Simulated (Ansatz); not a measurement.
Here is the system:

```yaml
crystal:
  lattice:
    - [4.25775, 0.00000, 0.00000]
    - [2.12888, 3.68732, 0.00000]
    - [2.12888, -1.22911, 3.32559]
  atoms:
    - { symbol: Pb, position: [0.00000, 0.00000, 0.00000] }
    - { symbol: F, position: [0.49345, 0.25327, 0.75982] }
    - { symbol: F, position: [0.50655, 0.74673, 0.24018] }
```

No spin polarisation.

Method: plane-wave PAW DFT at the PBEsol level (Ansatz, a program for electronic structure, 420 eV), no spin-orbit coupling. Γ-centred 10×10×10 mesh, Fermi–Dirac width 0.05 eV.

Question: Predict the gap character, smallest direct gap and band gap.

Answer: 
```json
{
  "gap_character": "indirect, H₂ → F",
  "smallest_direct_gap": "4.46 eV",
  "band_gap": "4.30 eV"
}
```

With Pb present, leaving out spin-orbit coupling can change the band edges. The cells carry an imposed strain or load. Stability against distortions was not tested. The cell was made from PbF₂ in the fluorite structure (space group Fm-3m, No. 225) by this change: biaxial strain +2.08 %, plane normal [111], relaxed out of plane.
